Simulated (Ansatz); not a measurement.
# Si: response to strain

The parent structure is Si (space group Ia-3, No. 206; a = 6.602 Å). Axes: x, y, z lie along the cube axes.

Strains are applied to the cell and any free atomic positions relax.

The values are results of PBEsol (Ansatz, an electronic-structure program; PAW; 420 eV plane waves; scalar-relativistic without spin-orbit coupling), not measurements.

Candidates:
(a) isotropic strain −3.80 %
(b) uniaxial strain ε_yy = −5.15 %
(c) strain tensor (xx, yy, zz, yz, xz, xy) = (−0.56, −0.87, +0.88, +0.10, −1.10, −0.19) %
(d) isotropic strain +1.47 %

Notes on the quantities. energy relative to the base: free energy F.

### Question
Order them by energy relative to the base, highest first.

### Answer
(a) isotropic strain −3.80 % (+75 meV/atom), (b) uniaxial strain ε_yy = −5.15 % (+26 meV/atom), (d) isotropic strain +1.47 % (+9.4 meV/atom), (c) strain tensor (xx, yy, zz, yz, xz, xy) = (−0.56, −0.87, +0.88, +0.10, −1.10, −0.19) % (+3.1 meV/atom)

Whether these cells are dynamically stable was not tested. This is not the structure that Si has at room temperature and ambient pressure.
